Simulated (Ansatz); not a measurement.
Reference: SnO2 (P4_2/mnm), PBEsol, rigid bands (plane waves, PAW, scalar-relativistic; Ansatz, a first-principles code); geometry: cell and atoms relaxed with PBEsol.

SnO₂ is taken in the tetragonal space group P4₂/mnm (No. 136), the rutile structure, Pearson symbol tP6. Cell: a = b = 4.7691 Å, c = 3.2121 Å, α = β = γ = 90.00°. Sn on 2a sees 6 O at 2.066–2.070 Å (octahedral). O on 4f is coordinated by 3 Sn at 2.066–2.070 Å (trigonal planar). (Neighbours: up to the widest gap in distance over summed covalent radii, below 1.35, at either atom; cation-cation and far metal-metal contacts left out.)

- band gap = 0.92 eV
- electron conductivity mass = 0.190 mₑ
- hole conductivity mass = 1.55 mₑ
- Seebeck coefficient, n-type 1e19 cm⁻³ = -110 μV/K

Problem. Swap Sn for Ti, keeping the structure type. How do these values move?

Solution. TiO₂ (P4_2/mnm): volume per atom 12.2 to 10.3 Å³; band gap rises (0.92 eV to 1.87 eV); electron conductivity mass rises (0.190 mₑ to 1.00 mₑ); hole conductivity mass rises (1.55 mₑ to 2.2 mₑ); Seebeck coefficient, n-type 1e19 cm⁻³ rises in size (-110 μV/K to -516 μV/K).

Moves up to 5 % count as about the same. Masses are for dilute carriers at 300 K, harmonic means over directions unless an axis is named. Seebeck coefficients are for the stated density at 300 K, with one relaxation time for all states and whether or not that doping can be reached. Spin-orbit coupling is left out.
